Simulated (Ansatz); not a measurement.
## TaAgO₃ (Pm-3m, No. 221, 5 atoms in the cell; start mp-1187189)

The numbers are results of HSE06+SOC (Ansatz, a first-principles code, plane waves, PAW), not measurements.

Numerical settings: plane-wave cutoff 460 eV, 6×6×6 k mesh, Fermi–Dirac smearing 0.01 eV, PAW data made under PBE.

Cell (relaxed with PBEsol):

```yaml
crystal:
  lattice:
    - [3.95145, 0.00000, 0.00000]
    - [0.00000, 3.95145, 0.00000]
    - [0.00000, 0.00000, 3.95145]
  atoms:
    - { symbol: Ta, position: [0.00000, 0.00000, 0.00000] }
    - { symbol: Ag, position: [0.50000, 0.50000, 0.50000] }
    - { symbol: O, position: [0.00000, 0.00000, 0.50000] }
    - { symbol: O, position: [0.50000, 0.00000, 0.00000] }
    - { symbol: O, position: [0.00000, 0.50000, 0.00000] }
```

```
Quantity                                                                     Result
-------------------------------------------  --------------------------------------
band gap                                     3.45 eV (on the SCF k mesh) (indirect)
smallest direct gap on the k points sampled                                 3.66 eV
direct gap at Γ                                                             4.49 eV
```

Note: cell and atoms aren't relaxed at this level (pressure 0.8 GPa).

Computed values are for the static lattice.

The result took around 9 core-minutes (rough).

A start named mp-… is a Materials Project structure, which need not be a measured phase.
